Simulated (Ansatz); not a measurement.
Ru on the 1x1 (111) surface of fcc Cu, one in a 2x2 cell, started at the site 'bridge Cu-Cu (span 2.6 Å)'

The numbers are results of PBE (plane waves to 420 eV, PAW; Ansatz, a program for electronic structure), not measurements.

Model: 17-atom slab, 6.2 Å thick at the start under the adsorbate (thin: gaps and levels are the slab's own), 6x6x1 mesh, Fermi-Dirac 0.1 eV, dipole correction, 8 atoms held, the rest relaxed; start symmetry kept, larger cells not searched; spin-polarised, no spin-orbit, no U, no dispersion correction. At the end it is bonded to 3 Cu. In PBE it is, or lies within 0.03 eV of, the lowest of the starts that converged.

```
Item                                                                                                                                              Value
--------------------------------------------------------------------------------------  ---------------------------------------------------------------
adsorption energy against an atom of hcp Ru                                                                                                     3.58 eV
work function of the top face                                                                                                                   3.68 eV
change of the work function                                                                                                                    -1.09 eV
change of the step from the bottom to the top vacuum level, against the clean slab                                                             -1.12 eV
energy released by relaxation                                                                                                                   1.05 eV
height of the binding atom over the mean of the host atoms within 0.3 Å of the top one                                                          1.829 Å
magnetic moment of the cell                                                                                                                     2.37 μB
nearest host atoms of the binding atom                                                                         Cu at 2.43 Å, Cu at 2.43 Å, Cu at 2.44 Å
largest move of a host atom                                                                                                                      0.25 Å
note                                                                                    in the relaxation the adsorbate left its starting site by 0.7 Å
cost                                                                                                                            roughly 90 core-minutes
```

A negative adsorption energy means that the adsorbate is more stable on the surface than in its reference.
